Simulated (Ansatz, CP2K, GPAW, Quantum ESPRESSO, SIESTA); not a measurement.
One structure in several programs: AlInAg₂Se₄ (P1, 8 atoms in the cell)

Self-consistent single point, at a second geometry (atoms moved at random). First geometry:

```yaml
crystal:
  lattice:
    - [-3.05922, 3.05922, 5.80238]
    - [3.05922, -3.05922, 5.80238]
    - [3.05922, 3.05922, -5.80238]
  atoms:
    - { symbol: Al, position: [0.25000, 0.75000, 0.50000] }
    - { symbol: In, position: [0.00000, 0.00000, 0.00000] }
    - { symbol: Ag, position: [0.75000, 0.25000, 0.50000] }
    - { symbol: Ag, position: [0.50000, 0.50000, 0.00000] }
    - { symbol: Se, position: [0.60177, 0.63750, 0.50415] }
    - { symbol: Se, position: [0.36250, 0.86665, 0.96427] }
    - { symbol: Se, position: [0.13335, 0.09762, 0.49585] }
    - { symbol: Se, position: [0.90238, 0.39823, 0.03573] }
```

Second geometry:
```xyz
8
Lattice="-3.0592 3.0592 5.8024 3.0592 -3.0592 5.8024 3.0592 3.0592 -5.8024" Properties=species:S:1:pos:R:3 pbc="T T T"
Al     3.0624     0.0576     2.8584
In    -0.0635    -0.0494    -0.0018
Ag    -0.0430     3.0778     2.8732
Ag     0.0050    -0.0617     5.7819
Se     1.7423     1.4553     4.3015
Se     4.4715     1.3526     1.5348
Se     1.4434     1.6870    -1.4941
Se    -1.4405     1.6586     7.3555
```

Shared settings, as Ansatz (a first-principles code) writes them: kpoints.mp_grid.grid = 3 3 3; scf.occupations.method = fermi_dirac; scf.occupations.width = 0.0037 Ry. Potentials and cutoffs stand in the table.

```
code                                                                                                                                 model  ΔF from the first geometry (meV/atom)  pressure (GPa)  largest force (eV/Å)  gap on the mesh (eV)       cutoff
----------------  ------------------------------------------------------------------------------------------------------------------------  -------------------------------------  --------------  --------------------  --------------------  -----------
SIESTA            LDA PW92, numerical atomic orbitals DZP, PseudoDojo LDA standard norm-conserving potentials (rewritten from UPF to PSML)                                   29.6           -3.65                 1.430                 0.421  grid 400 Ry
GPAW                                                                         LDA (Perdew-Wang 92), GPAW PAW datasets LDA (gpaw-data 1.0.1)                                   24.8           -4.00                 1.119                 0.308       600 eV
Ansatz                                                                                                 LDA (PW92), PAW files made with PBE                                   24.9           -4.01                 1.145                 0.312      30.9 Ry
CP2K                                                  LDA (Pade form), GPW, DZVP-MOLOPT-SR-GTH basis, GTH-PADE potentials (GTH_POTENTIALS)                                   26.0           -3.50                 1.219                 0.283  grid 500 Ry
Quantum ESPRESSO                                                    LDA (PW92), PseudoDojo standard norm-conserving (LDA) pseudopotentials                                   24.8           -4.03                 1.143                 0.306        90 Ry
```

Size of the force on each atom (eV/Å): Sizes of forces hide their directions.

```tsv
code	Al1	In2	Ag3	Ag4	Se5	Se6	Se7	Se8
SIESTA	1.015	1.238	0.155	0.465	1.430	1.010	0.685	0.264
GPAW	0.969	1.113	0.113	0.308	1.119	1.025	0.646	0.181
Ansatz	0.955	1.122	0.113	0.308	1.145	1.002	0.633	0.170
CP2K	0.964	1.185	0.129	0.364	1.219	0.968	0.694	0.151
Quantum ESPRESSO	0.953	1.121	0.113	0.310	1.143	0.993	0.636	0.165
```

Gaps are read on the mesh.

The spread over the programs that give each value: ΔF from the first geometry within 4.8 meV/atom; pressure within 0.53 GPa; largest force within 0.311 eV/Å; gap on the mesh within 0.138 eV.

SIESTA and CP2K use small atom-centred bases, whose incompleteness enters pressures, forces and empty levels differently from a plane-wave cutoff. Ansatz's pressure is given at a fixed set of plane waves, as the other plane-wave codes print theirs. In the force vectors, SIESTA (by 0.316) and CP2K (by 0.098) lie more than 0.08 eV/Å from the median of the plane-wave programs.

The starting cell comes from a database of computed structures (which also holds hypothetical and non-ambient phases and stackings), without a prior relaxation at this level. For this run, on top of that: atoms moved at random.

Left out of this page: ABINIT (with a known weakness of the program).

Keys are those of Ansatz 0.2.
